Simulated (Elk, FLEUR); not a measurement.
An Elk input for a self-consistent single point of Ir₃Os (Pm-3m, 4 atoms in the cell) (DFT, LDA (PW92), all-electron FP-LAPW, Elk's shipped species files, APW+lo basis with extra local orbitals):

```
tasks
  0

rgkmax
  7.5

gmaxvr
  16.0

nxlo
  2

lorbcnd
  .true.

rmtscf
  0.86

lmaxi
  3

swidth
  0.00367493

maxscl
  100

avec
    7.2717984084    0.0000000000    0.0000000000
    0.0000000000    7.2717984084    0.0000000000
    0.0000000000    0.0000000000    7.2717984084

atoms
  2
  'Os.in'
  1
  0.0000000000  0.0000000000  0.0000000000    0.0 0.0 0.0
  'Ir.in'
  3
  0.0000000000  0.5000000000  0.5000000000    0.0 0.0 0.0
  0.5000000000  0.0000000000  0.5000000000    0.0 0.0 0.0
  0.5000000000  0.5000000000  0.0000000000    0.0 0.0 0.0

ngridk
  11 11 11
```

Task: Translate this input to FLEUR.

Result: This is the input that was run; spellings and numerical settings could be chosen otherwise.

Input of the input generator:

```
Ir3Os
&input film=f /
7.2717984084 0.0000000000 0.0000000000
0.0000000000 7.2717984084 0.0000000000
0.0000000000 0.0000000000 7.2717984084
1.0
1.0 1.0 1.0

4
76 0.0000000000 0.0000000000 0.0000000000
77 0.0000000000 0.5000000000 0.5000000000
77 0.5000000000 0.0000000000 0.5000000000
77 0.5000000000 0.5000000000 0.0000000000

&comp jspins=1 /
&exco xctyp='pz' /
&kpt div1=11 div2=11 div3=11 /
&end /
```

```xml
<?xml version="1.0" encoding="UTF-8" standalone="no"?>
<fleurInput fleurInputVersion="0.39">
   <comment>
      Ir3Os                                                                                               
   </comment>
   <calculationSetup>
      <cutoffs Kmax="4.2" Gmax="16.8" GmaxXC="16.8" numbands="0"/>
      <scfLoop itmax="80" minDistance="0.00001" maxIterBroyd="40" imix="Anderson" alpha="0.05" precondParam="0.0" spinf="2.0"/>
      <coreElectrons ctail="T" frcor="F" kcrel="0" coretail_lmax="0"/>
      <xcFunctional name="pz" relativisticCorrections="F"/>
      <magnetism jspins="1"/>
      <soc l_soc="F" theta="0.0" phi="0.0" spav="F"/>
      <expertModes spex="0" secvar="F"/>
      <geometryOptimization l_f="T" forcealpha="1.0" forcemix="BFGS" epsdisp="0.00001" epsforce="0.00001"/>
      <ldaU l_linMix="F" mixParam="0.05" spinf="1.0"/>
   </calculationSetup>
   <cell>
      <bzIntegration valenceElectrons="59.0" mode="hist" fermiSmearingEnergy="0.00367493">
         <kPointListSelection listName="default-1"/>
         <!-- k-points included here -->
         <xi:include xmlns:xi="http://www.w3.org/2001/XInclude" href="kpts.xml"> </xi:include>
      </bzIntegration>
      <!-- symmetry operations included here -->
      <xi:include xmlns:xi="http://www.w3.org/2001/XInclude" href="sym.xml"> </xi:include>
      <bulkLattice scale="1.0">
         <bravaisMatrix>
            <row-1>    7.2717984083999996     0.0000000000000000     0.0000000000000000</row-1>
            <row-2>    0.0000000000000000     7.2717984083999996     0.0000000000000000</row-2>
            <row-3>    0.0000000000000000     0.0000000000000000     7.2717984083999996</row-3>
         </bravaisMatrix>
      </bulkLattice>
   </cell>
   <atomSpecies>
      <species name="Osmium (Os)" element="Os" atomicNumber="76">
         <mtSphere radius="2.40" gridPoints="829" logIncrement="0.016"/>
         <atomicCutoffs lmax="10" lnonsphr="8"/>
         <electronConfig flipSpins="F">
            <coreConfig>(1s1/2) (2s1/2) (2p1/2) (2p3/2) (3s1/2) (3p1/2) (3p3/2) (4s1/2) (3d3/2) (3d5/2) (4p1/2) (4p3/2) (5s1/2) (4d3/2) (4d5/2) (4f5/2) (4f7/2)</coreConfig>
            <valenceConfig>(5p1/2) (5p3/2) (6s1/2) (5d3/2) (5d5/2)</valenceConfig>
            <stateOccupation state="(5d3/2)" spinUp="1.2" spinDown="1.2"/>
            <stateOccupation state="(5d5/2)" spinUp="1.8" spinDown="1.8"/>
         </electronConfig>
         <energyParameters s="6" p="6" d="5" f="5"/>
         <lo type="SCLO" l="1" n="5" eDeriv="0"/>
      </species>
      <species name="Iridium (Ir)" element="Ir" atomicNumber="77">
         <mtSphere radius="2.40" gridPoints="829" logIncrement="0.016"/>
         <atomicCutoffs lmax="10" lnonsphr="8"/>
         <electronConfig flipSpins="F">
            <coreConfig>(1s1/2) (2s1/2) (2p1/2) (2p3/2) (3s1/2) (3p1/2) (3p3/2) (4s1/2) (3d3/2) (3d5/2) (4p1/2) (4p3/2) (5s1/2) (4d3/2) (4d5/2) (4f5/2) (4f7/2)</coreConfig>
            <valenceConfig>(5p1/2) (5p3/2) (6s1/2) (5d3/2) (5d5/2)</valenceConfig>
            <stateOccupation state="(5d3/2)" spinUp="1.4" spinDown="1.4"/>
            <stateOccupation state="(5d5/2)" spinUp="2.1" spinDown="2.1"/>
         </electronConfig>
         <energyParameters s="6" p="6" d="5" f="5"/>
         <lo type="SCLO" l="1" n="5" eDeriv="0"/>
      </species>
   </atomSpecies>
   <atomGroups>
      <atomGroup species="Osmium (Os)">
         <relPos label="                   1">.0000000000 .0000000000 .0000000000</relPos>
         <force calculate="T" relaxXYZ="TTT"/>
      </atomGroup>
      <atomGroup species="Iridium (Ir)">
         <relPos label="                   2">.0000000000 1.000/2.000 1.000/2.000</relPos>
         <relPos label="                   3">1.000/2.000 .0000000000 1.000/2.000</relPos>
         <relPos label="                   4">1.000/2.000 1.000/2.000 .0000000000</relPos>
         <force calculate="T" relaxXYZ="TTT"/>
      </atomGroup>
   </atomGroups>
   <output dos="F" band="F" slice="F">
      <checks vchk="F" cdinf="F"/>
      <bandDOS minEnergy="-.5*Htr" maxEnergy="0.5*Htr" sigma="0.015" storeEVData="T"/>
      <vacuumDOS vacdos="F" integ="F" star="F" nstars="0" locx1="0.0" locy1="0.0" locx2="0.0" locy2="0.0" nstm="0" tworkf="0.0"/>
      <unfoldingBand unfoldBand="F" supercellX="1" supercellY="1" supercellZ="1"/>
      <plotting iplot="0" polar="F">
         <plot TwoD="T" vec1="  1.0  0.0  0.0" vec2="  0.0  1.0  0.0" vec3="  0.0  0.0  1.0" zero="  0.0  0.0  0.0" file="plot"/>
      </plotting>
      <chargeDensitySlicing numkpt="0" minEigenval="0.0" maxEigenval="0.0" nnne="0" pallst="F"/>
      <specialOutput eonly="F"/>
      <magneticCircularDichroism mcd="F" energyLo="-10.0" energyUp="0.0"/>
   </output>
  <!-- We include the file relax.xml here to enable relaxations (see documentation) -->
  <xi:include xmlns:xi="http://www.w3.org/2001/XInclude" href="relax.xml"> <xi:fallback/> </xi:include>
</fleurInput>
```

Basis, cutoffs, solver keys and any potentials are the target program's own. This input uses DFT, LDA (Perdew-Zunger), all-electron FLAPW (FLEUR), scalar-relativistic valence. LDA parametrisations can differ slightly between programs.

The starting cell comes from a database of computed structures (which also holds hypothetical and non-ambient phases and stackings), without a prior relaxation at this level.
